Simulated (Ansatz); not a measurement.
Cubic perovskite KZnF3 was calculated with PBE in Ansatz (PAW).

Settings: plane-wave cutoff 520 eV, 6×6×6 k mesh, perturbation theory, scalar-relativistic PAW data made under PBE.

Computed at the level's own relaxed cell.

```cif
data_F3KZn
_chemical_formula_sum 'K1 Zn1 F3'
_space_group_name_H-M_alt 'Pm-3m'
_space_group_IT_number 221
_space_group_name_Hall '-P 4 2 3'
_cell_length_a 4.12761
_cell_length_b 4.12761
_cell_length_c 4.12761
_cell_angle_alpha 90.000
_cell_angle_beta 90.000
_cell_angle_gamma 90.000
loop_
_atom_site_label
_atom_site_type_symbol
_atom_site_symmetry_multiplicity
_atom_site_Wyckoff_symbol
_atom_site_fract_x
_atom_site_fract_y
_atom_site_fract_z
_atom_site_occupancy
K1 K 1 a 0.00000 0.00000 0.00000 1
Zn1 Zn 1 b 0.50000 0.50000 0.50000 1
F1 F 3 c 0.00000 0.50000 0.50000 1
```

Harmonic phonon frequencies (cm⁻¹; i marks an imaginary mode; at Γ without the LO shift):

```csv
q point,frequencies
Γ,0 0 0 114 114 114 144 144 144 174 174 174 376 376 376
X,86 86 98 98 143 154 162 162 165 165 170 287 371 371 412
M,48 96 106 106 121 161 161 163 163 226 248 250 250 365 458
R,44 44 44 118 118 118 222 222 222 225 225 231 231 231 490
```

No imaginary mode appears at these points.

Ansatz is a program for electronic structure.
